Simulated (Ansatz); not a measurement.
Here is the system:

```yaml
crystal:
  lattice:
    - [4.48497, 0.00000, 0.00000]
    - [0.00000, 4.48497, 0.00000]
    - [2.24248, -2.24248, 3.28429]
  atoms:
    - { symbol: Mg, position: [0.00000, 0.00000, 0.00000] }
    - { symbol: Te, position: [0.75000, 0.75000, 0.50000] }
```

No spin polarisation.

Calculations: plane-wave PAW DFT at the PBEsol level (Ansatz, a first-principles code, 420 eV), no spin-orbit coupling. Γ-centred 9×9×9 mesh, Fermi–Dirac width 0.05 eV.

Problem. Predict the gap character, electron mass and valence-band top at Γ.

Solution. The gap character is direct at Γ, the electron mass is 0.16 mₑ (at Γ) and the valence-band top at Γ (three highest levels, from the VBM) is 0.00, 0.00, -0.10 eV.

Spin-orbit coupling, missing from the scalar runs, can matter with Te. The cells carry an imposed strain or load. Masses are band curvatures over ±0.01 Å⁻¹ around the edge. Stability against distortions was not tested. The cell was made from MgTe in the zinc blende structure (space group F-43m, No. 216) by this change: biaxial strain −1.50 %, plane normal [001], relaxed out of plane.
